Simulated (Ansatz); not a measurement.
Base system: Si in the diamond structure (space group Fd-3m, No. 227; a = 5.470 Å).

(Cell as relaxed with PBE.)

Levels (all Ansatz, an electronic-structure program, PAW, earlier PAW set): PBE (420 eV, no spin-orbit coupling); r2SCAN (500 eV, without spin-orbit coupling).

Each level relaxes its own structure.

```tsv
base	PBE	r2SCAN
volume per atom	20.46 Å³	20.17 Å³
lattice parameter a	5.470 Å	5.444 Å
band gap	0.61 eV	0.78 eV
```

Modification: a hydrostatic pressure of 75 GPa.

| quantity | PBE | r2SCAN |
|---|---|---|
| volume per atom | 13.90 Å³ | ? |
| band gap | zero | ? |

Problem. Given the PBE results, estimate those of r2SCAN.

Solution. 
- volume per atom, r2SCAN: 13.93 Å³
- band gap, r2SCAN: zero

PBE's volume per atom lies 0.036 Å³ below r2SCAN's (0.3 %); the two agree on the band gap. Neither level is exact; r2SCAN is the comparison here, not a measurement.

The mesh was chosen for an insulator and is coarse for the gapless case. Load acts through the strain it causes; cell and atoms are relaxed under it. No phonon test of stability was made. Measured, Si leaves this structure (for the β-tin structure) near 12 GPa (room temperature; as listed in arXiv:1906.07825). The zero or small gap of Si under pressure 75 GPa can change with the level of theory.
